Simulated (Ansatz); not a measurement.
C on the 1x1 (110) surface of bcc Mo, one in a 2x1 cell, energies for each (14.1 Å²). Energies are against an atom of graphite, without zero-point or thermal terms; each row is named by its start.

These are PBE (plane waves to 420 eV, PAW; Ansatz, a quantum-chemistry and plane-wave program) values and carry that method's errors.

Slab: 9 atoms, 6.5 Å thick at the start under the adsorbate (thin: gaps and levels are the slab's own); k 6x12x1, smearing 0.1 eV, dipole-corrected; 4 atoms held, the rest relaxed; each run with such symmetry as its start has; spin where the adsorbate may keep a moment, no spin-orbit, no U, no dispersion correction.

A negative adsorption energy means that the adsorbate is more stable on the surface than in its reference. Starts that drift may end in the same place. Heights count from the host atoms within 0.3 Å of the top one.

```json
[
 {"starting site": "top Mo", "E_ads (eV)": "3.42", "height (Å)": "1.89", "nearest host atom (Å)": "Mo 1.84", "bonded to": "Mo", "Δ work function (eV)": "1.86", "lateral drift (Å)": "0.0", "moment (μB)": "0.0"},
 {"starting site": "hollow Mo-Mo-Mo", "E_ads (eV)": "0.66", "height (Å)": "1.12", "nearest host atom (Å)": "Mo 1.95", "bonded to": "4 Mo", "Δ work function (eV)": "1.22", "lateral drift (Å)": "0.6", "moment (μB)": "–"},
 {"starting site": "bridge Mo-Mo (span 2.7 Å)", "E_ads (eV)": "1.80", "height (Å)": "1.42", "nearest host atom (Å)": "Mo 1.90", "bonded to": "2 Mo", "Δ work function (eV)": "1.08", "lateral drift (Å)": "0.0", "moment (μB)": "–"},
 {"starting site": "bridge Mo-Mo (span 3.2 Å)", "E_ads (eV)": "0.66", "height (Å)": "1.12", "nearest host atom (Å)": "Mo 1.95", "bonded to": "4 Mo", "Δ work function (eV)": "1.22", "lateral drift (Å)": "0.0", "moment (μB)": "–"}
]
```
